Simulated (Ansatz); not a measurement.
hypothetical cubic Laves (MgCu2 type) In2Au with two functionals, isotropic strain +3.08 %

The reference is In2Au in the cubic Laves (MgCu2 type) structure (space group Fd-3m, No. 227; a = 8.5376 Å; a hypothetical phase, not in the database extracts checked).

(Cell as relaxed with PBE.)

Levels (all Ansatz, a program for electronic structure, PAW): PBE (420 eV, scalar-relativistic without spin-orbit coupling); PBEsol (420 eV, no spin-orbit coupling).

Each level relaxes its own structure.

| base | PBE | PBEsol |
|---|---|---|
| volume per atom | 25.93 Å³ | 23.83 Å³ |
| lattice parameter a | 8.538 Å | 8.300 Å |
| band gap | zero | zero |

Modification: every lattice vector is stretched by 3.08 %; the atoms relax in the strained cell.

```tsv
quantity	PBE	PBEsol
pressure	-2.6 GPa	___
energy relative to the base (free energy F)	+22 meV/atom	___
band gap	zero	___
```

### Question
Given the PBE results, estimate those of PBEsol.

### Answer

- pressure, PBEsol: -3.6 GPa
- energy relative to the base (free energy F), PBEsol: +28 meV/atom
- band gap, PBEsol: zero

PBE's pressure lies 1.0 GPa above PBEsol's; PBE's energy relative to the base lies 5.7 meV/atom below PBEsol's; the two agree on the band gap. Neither level is exact; PBEsol is the comparison here, not a measurement.

No phonon test of stability was made.
